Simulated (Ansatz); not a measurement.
Rock-salt CeS (cell taken from a computed entry) was calculated with PBEsol (plane waves, PAW; Ansatz, a first-principles code).

Settings: plane-wave cutoff 500 eV, 12×12×12 k mesh, Fermi–Dirac smearing 0.05 eV, no spin polarisation, scalar-relativistic PAW data made under PBE.

Computed at the level's own relaxed cell.

**Question.** What does this level give for the equilibrium volume per atom and lattice constant a?

**Answer.** 
- equilibrium volume per atom = 22.00 Å³/atom
- lattice constant a = 5.604 Å

Note: the run has no spin polarisation, so it can have missed a magnetic state; the relaxation could not lower the start's symmetry, so the cell can be a saddle point above a distorted one; the 4f shell is treated without U or exact exchange, so its levels and filling can be wrong.

Spin–orbit coupling is not included.

Static lattice: no zero-point or thermal effects.

Computing time: roughly 17 core-seconds.
